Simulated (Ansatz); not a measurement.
The starting structures come from a database of crystals and need not be the phases stable at ambient conditions.

The decay constant κ of evanescent states in the gap governs leakage through a thin film.

```
CELL_PARAMETERS angstrom
      4.00390     0.00000     0.00000
      0.00000     5.62318     0.00000
      0.00000     0.00000     4.00390
ATOMIC_POSITIONS crystal
  Zn 0.00000 0.00000 0.00000
  Sn 0.50000 0.50000 0.50000
  P  0.50000 0.77294 0.00000
  P  0.00000 0.22706 0.50000
```

Space group of this cell: P-4m2. The cell is taken as given; by LDA its mean pressure is -2.7 GPa.

Transport runs along the normal of the first two printed cell vectors, the (100) plane of the conventional cell.

The gap is the functional's own. No spin-orbit coupling. Mid-gap values are interpolated on the energy grid.

Question: Estimate the band gap and the smallest decay constant κ at mid-gap that LDA in Ansatz (a quantum-chemistry and plane-wave program) returns for this system.

Answer: Gap 0.40 eV on a 8×6×8 mesh; κ = 0.033 1/Å, at the zone centre.
